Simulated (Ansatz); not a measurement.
Base system: TiTe2 in the CdI2 type structure (space group P-3m1, No. 164; a = 3.6178 Å, c = 6.2248 Å; layered, stacked along the Cartesian z axis). Axes: x lies along a and z along c of the hexagonal cell.

All numbers come from PBEsol-D3(BJ)/PAW in Ansatz (a program for electronic structure), without spin-orbit coupling.

For the base:

The pressure is 0.0 GPa, the volume per atom comes out as 23.52 Å³ and the band gap is zero.

Perturbation: compressive biaxial strain of 1.17 % in the plane normal to [001], as in epitaxy on a mismatched substrate; the out-of-plane cell vector and the atoms relax.

### Question
Estimate the effect on the pressure.

### Answer
The pressure (mean of the normal stresses, compression positive) goes from zero to 0.9 GPa.

### Question
How does this affect the volume per atom?

### Answer
The volume per atom shrinks by 0.36 Å³ (23.52 Å³ → 23.16 Å³).

### Question
What does the calculation give for the band gap after the change?

### Answer
The band gap stays zero.

Without a gap, meshes like the base's 15×15×8 leave anisotropic stresses uncertain by several tenths of a GPa, and small strain energies with them. Whether these cells are dynamically stable was not tested. The final runs are not spin-polarised.
